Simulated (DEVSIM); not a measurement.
Device: abrupt GaAs p-n junction, at 300 K.

| layer (left to right) | material | thickness (μm) | Nd (cm⁻³) | Na (cm⁻³) | τn (s) | τp (s) |
|---|---|---|---|---|---|---|
| 1 | GaAs | 0.140 | - | 9e16 | 6e-10 | 6e-10 |
| 2 | GaAs | 110 | 1.4e15 | - | 6e-10 | 1.8e-10 |

Left contact: ohmic. Right contact: ohmic. Voltage is applied to the left contact. Recombination: SRH at mid-gap, radiative. Mobility is μmin + (μ − μmin)/(1 + (N/Nref)^α).

The device is made up for the run: typed textbook-type constants, with dimensions and the other settings drawn at random. Values at 300 K.

```
parameter        GaAs
-------------  ------
gap (eV)        1.424
affinity (eV)    4.07
permittivity     12.9
Nc (cm⁻³)      4.7e17
Nv (cm⁻³)        9e18
μn (cm²/Vs)      8500
μp (cm²/Vs)       400
μn,min            500
μp,min             20
Nref,n           6e16
Nref,p         1.5e17
αn               0.39
αp               0.38
B (cm³/s)       2e-10
```

DEVSIM, 1D drift-diffusion, Boltzmann statistics, complete ionisation; no tunnelling, impact ionisation, image-force lowering or self-heating.

Problem. Tabulate band edges, carrier densities and field at -2.0 V on the left contact.

Solution. Energies count from the Fermi level of the right contact; mesh points crowd at the junctions.

```json
[
 {"x (μm)": "0.000", "Ec (eV)": "3.305", "Ev (eV)": "1.881", "n (cm⁻³)": "< 1e2", "p (cm⁻³)": "9.0e16", "field (V/cm)": "≈ 0"},
 {"x (μm)": "0.02601", "Ec (eV)": "3.305", "Ev (eV)": "1.881", "n (cm⁻³)": "< 1e2", "p (cm⁻³)": "9.0e16", "field (V/cm)": "-30"},
 {"x (μm)": "0.07000", "Ec (eV)": "3.304", "Ev (eV)": "1.880", "n (cm⁻³)": "< 1e2", "p (cm⁻³)": "8.7e16", "field (V/cm)": "-630"},
 {"x (μm)": "0.1141", "Ec (eV)": "3.287", "Ev (eV)": "1.863", "n (cm⁻³)": "< 1e2", "p (cm⁻³)": "4.5e16", "field (V/cm)": "-11000"},
 {"x (μm)": "0.1479", "Ec (eV)": "3.202", "Ev (eV)": "1.778", "n (cm⁻³)": "< 1e2", "p (cm⁻³)": "1.7e15", "field (V/cm)": "-35000"},
 {"x (μm)": "0.1882", "Ec (eV)": "3.065", "Ev (eV)": "1.641", "n (cm⁻³)": "< 1e2", "p (cm⁻³)": "8.3e12", "field (V/cm)": "-34000"},
 {"x (μm)": "0.2794", "Ec (eV)": "2.766", "Ev (eV)": "1.342", "n (cm⁻³)": "< 1e2", "p (cm⁻³)": "7.9e7", "field (V/cm)": "-32000"},
 {"x (μm)": "0.5881", "Ec (eV)": "1.875", "Ev (eV)": "0.451", "n (cm⁻³)": "470", "p (cm⁻³)": "21000", "field (V/cm)": "-26000"},
 {"x (μm)": "1.184", "Ec (eV)": "0.685", "Ev (eV)": "-0.739", "n (cm⁻³)": "1500000", "p (cm⁻³)": "3500", "field (V/cm)": "-14000"},
 {"x (μm)": "2.531", "Ec (eV)": "0.150", "Ev (eV)": "-1.274", "n (cm⁻³)": "1.4e15", "p (cm⁻³)": "< 1e2", "field (V/cm)": "≈ 0"},
 {"x (μm)": "5.577", "Ec (eV)": "0.150", "Ev (eV)": "-1.274", "n (cm⁻³)": "1.4e15", "p (cm⁻³)": "< 1e2", "field (V/cm)": "≈ 0"},
 {"x (μm)": "16.55", "Ec (eV)": "0.150", "Ev (eV)": "-1.274", "n (cm⁻³)": "1.4e15", "p (cm⁻³)": "< 1e2", "field (V/cm)": "≈ 0"},
 {"x (μm)": "37.28", "Ec (eV)": "0.150", "Ev (eV)": "-1.274", "n (cm⁻³)": "1.4e15", "p (cm⁻³)": "< 1e2", "field (V/cm)": "≈ 0"},
 {"x (μm)": "73.58", "Ec (eV)": "0.150", "Ev (eV)": "-1.274", "n (cm⁻³)": "1.4e15", "p (cm⁻³)": "< 1e2", "field (V/cm)": "≈ 0"},
 {"x (μm)": "98.01", "Ec (eV)": "0.150", "Ev (eV)": "-1.274", "n (cm⁻³)": "1.4e15", "p (cm⁻³)": "< 1e2", "field (V/cm)": "≈ 0"},
 {"x (μm)": "104.8", "Ec (eV)": "0.150", "Ev (eV)": "-1.274", "n (cm⁻³)": "1.4e15", "p (cm⁻³)": "< 1e2", "field (V/cm)": "≈ 0"},
 {"x (μm)": "107.8", "Ec (eV)": "0.150", "Ev (eV)": "-1.274", "n (cm⁻³)": "1.4e15", "p (cm⁻³)": "< 1e2", "field (V/cm)": "≈ 0"},
 {"x (μm)": "109.1", "Ec (eV)": "0.150", "Ev (eV)": "-1.274", "n (cm⁻³)": "1.4e15", "p (cm⁻³)": "< 1e2", "field (V/cm)": "≈ 0"},
 {"x (μm)": "109.8", "Ec (eV)": "0.150", "Ev (eV)": "-1.274", "n (cm⁻³)": "1.4e15", "p (cm⁻³)": "< 1e2", "field (V/cm)": "≈ 0"},
 {"x (μm)": "110.0", "Ec (eV)": "0.150", "Ev (eV)": "-1.274", "n (cm⁻³)": "1.4e15", "p (cm⁻³)": "< 1e2", "field (V/cm)": "≈ 0"},
 {"x (μm)": "110.1", "Ec (eV)": "0.150", "Ev (eV)": "-1.274", "n (cm⁻³)": "1.4e15", "p (cm⁻³)": "< 1e2", "field (V/cm)": "≈ 0"},
 {"x (μm)": "110.1", "Ec (eV)": "0.150", "Ev (eV)": "-1.274", "n (cm⁻³)": "1.4e15", "p (cm⁻³)": "< 1e2", "field (V/cm)": "≈ 0"}
]
```
